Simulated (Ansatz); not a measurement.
Here is the system:

```
CELL_PARAMETERS angstrom
      4.62931     0.00000     0.00000
      2.31465     4.00910     0.00000
      2.31465    -1.33637     3.66370
ATOMIC_POSITIONS crystal
  Mg 0.00404 0.99798 0.99395
  Te 0.49596 0.25202 0.75605
```

No spin polarisation.

Computed with PBEsol (Ansatz, a quantum-chemistry and plane-wave program), without spin-orbit coupling. Γ-centred 9×9×9 mesh, Fermi–Dirac width 0.05 eV.

Task: Predict the space group, gap character and hole mass.

Result: 
- Space group = R3m (No. 160)
- Gap character = direct at Γ
- Hole mass = 0.15 mₑ out of plane, 1.8 mₑ in plane (at Γ)

With Te present, leaving out spin-orbit coupling can change the band edges. The cells carry an imposed strain or load. Effective masses come from finite differences of ±0.01 Å⁻¹. Stability against distortions was not tested. The cell was made from MgTe in the zinc blende structure (space group F-43m, No. 216) by this change: biaxial strain +1.67 %, plane normal [111], relaxed out of plane.
